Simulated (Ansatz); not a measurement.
Worked example: self-consistent single point of SiC (P6_3mc, 4 atoms in the cell) in Ansatz (a quantum-chemistry and plane-wave program).

Computed with LDA (PW92), default PAW files made with PBE (plane waves; Ansatz).

```xyz
4
Lattice="3.0206 0.0000 0.0000 -1.5103 2.6160 0.0000 0.0000 0.0000 4.9585" Properties=species:S:1:pos:R:3 pbc="T T T"
Si     0.0000     1.7440     2.4773
Si     1.5103     0.8720     4.9565
C      0.0000     1.7440     4.3406
C      1.5103     0.8720     1.8614
```

Reference input (self-consistent single point, DFT, PBE, plane waves, default PAW files): basis.ecutwfc = 420 eV; kpoints.mp_grid.grid = 13 13 7; hamiltonian.xc = pbe; hamiltonian.pseudopotentials = {kind: paw} (the program's default PAW files); scf.occupations.method = fixed. This run's input differs from it in these lines:

Ansatz 0.2 input:
```diff
@@ -17,3 +17,3 @@
 hamiltonian:
-  xc: pbe
+  xc: lda
   pseudopotentials:
```

Output (repeated stretches shortened):

```
SCF iter   1: F=—  HF=-1704.362928 eV  |F-HF|=—  |Δ(HF+E_count)|=         —  Δρ=7.70e-3  dr2=2.27e-2  ethr=1.77e-3  ⟨swp⟩=4.2  Hψ=5815  notcnv=0  defer=161
all-band conjugate gradients solve this SCF's bands
preconditioner: auto → none
SCF iter   2: F=—  HF=-1704.356560 eV  |F-HF|=—  |Δ(HF+E_count)|=   6.37e-3  Δρ=3.39e-3  dr2=1.91e-3  ethr=1.42e-4  ⟨swp⟩=2.9  Hψ=2437  notcnv=0  defer=166
SCF iter   3: F=—  HF=-1704.356049 eV  |F-HF|=—  |Δ(HF+E_count)|=   5.10e-4  Δρ=1.40e-3  dr2=3.15e-4  ethr=1.19e-5  ⟨swp⟩=2.9  Hψ=1810  notcnv=0  defer=165
SCF iter   4: F=—  HF=-1704.355979 eV  |F-HF|=—  |Δ(HF+E_count)|=   7.09e-5  Δρ=5.46e-4  dr2=4.90e-5  ethr=1.97e-6  ⟨swp⟩=1.0  Hψ=1008  notcnv=0  defer=2
SCF iter   5: F=—  HF=-1704.355966 eV  |F-HF|=—  |Δ(HF+E_count)|=   1.26e-5  Δρ=1.04e-4  dr2=1.83e-6  ethr=3.06e-7  ⟨swp⟩=1.0  Hψ=1008  notcnv=0
SCF iter   6: F=-1704.355966 eV  HF=-1704.355966 eV  |F-HF|=1.69e-9  |Δ(HF+E_count)|=   3.53e-7  Δρ=7.66e-6  dr2=8.96e-9  ethr=6.25e-10  ⟨swp⟩=5.0  Hψ=6181  notcnv=0
SCF 1 converged in 6 iterations: F = -1704.355966 eV  dr2 = 8.96e-9
Free energy (F): -1704.355966 eV
Internal energy: -1704.355966 eV  (E = F + TS)
E sigma→0 (E₀):  -1704.355966 eV
Fermi energy:    10.095799 eV
--- Forces (eV/Å), atoms counted from 1 ---
  atom   1  Si     0.00000000    -0.00000000     0.00836738
  atom   2  Si     0.00000000     0.00000000     0.00836738
  atom   3  C     -0.00000000    -0.00000000    -0.00839475
  atom   4  C      0.00000000     0.00000000    -0.00839475
--- Stress (GPa, compression-positive) ---
        8.754609       0.000000       0.000000
        0.000000       8.754609       0.000000
       -0.000000      -0.000000       8.398195
  P = ⅓ Tr σ = 8.6358 GPa (86.358 kbar)
  The stress holds the Pulay correction. Without it, at fixed plane waves, as pw.x and ABINIT print it: P = 8.2365 GPa
```

The run converged in 6 iterations. Against the reference run the pressure goes from 17.06 to 8.64 GPa, the largest force hardly changes (0.012 to 0.008 eV/Å) and the gap on the mesh goes from 2.277 to 2.167 eV.

The starting cell comes from a database of computed structures (which also holds hypothetical and non-ambient phases and stackings), without a prior relaxation at this level. Its lattice was rescaled by a random factor within 2.5 % of one. With a pressure of about 9 GPa the cell is away from its equilibrium volume at this level. Ansatz's pressure includes its estimate of the finite-basis (Pulay) stress.
